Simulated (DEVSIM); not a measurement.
Device: Mo/AlN/n-Si capacitor, at 400 K.

Layer 1 from the left is AlN, thickness (nm) 6.30. Layer 2 from the left is Si, thickness (nm) 17000, Nd (cm⁻³) 1.1e15.

Metal gate on the left, work function 4.6 eV. Fixed charge at the semiconductor interface 4.3e10 cm⁻² (in units of +e); no interface traps.

This is a model device: material constants are rounded textbook-type values typed into the input, and sizes, dopings and lifetimes were drawn at random. Values at 300 K; Nc and Nv go as T^1.5, mobilities as T to minus their exponent, the gap by Varshni's rule with the affinity fixed.

AlN: gap (eV) 6.1, affinity (eV) 1.9, permittivity 8.5. Si: gap (eV) 1.124, affinity (eV) 4.05, permittivity 11.7, Nc (cm⁻³) 2.86e19, Nv (cm⁻³) 3.1e19, Varshni α (eV/K) 0.000473, Varshni β (K) 636.

Task: Estimate by hand the flat-band voltage, the threshold voltage, and compare with a numerical solution.

Result: 
- Flat-band voltage: C = 1.19 μF/cm², work-function difference 0.185 V; VFB = φms − qNf/C = 0.18 V; numerical 0.18 V.
- Threshold voltage: φF = 0.182 V, depletion charge √(4εqNφF) = 1.15e-8 C/cm²; VT = VFB − 2φF − Qd/C = -0.19 V; numerical -0.19 V.

Simulated with DEVSIM: 1D Poisson equation in equilibrium, Boltzmann statistics, complete ionisation; no quantum confinement or tunnelling. Metal contacts follow the ideal Schottky-Mott rule: no Fermi-level pinning, no interface dipoles.
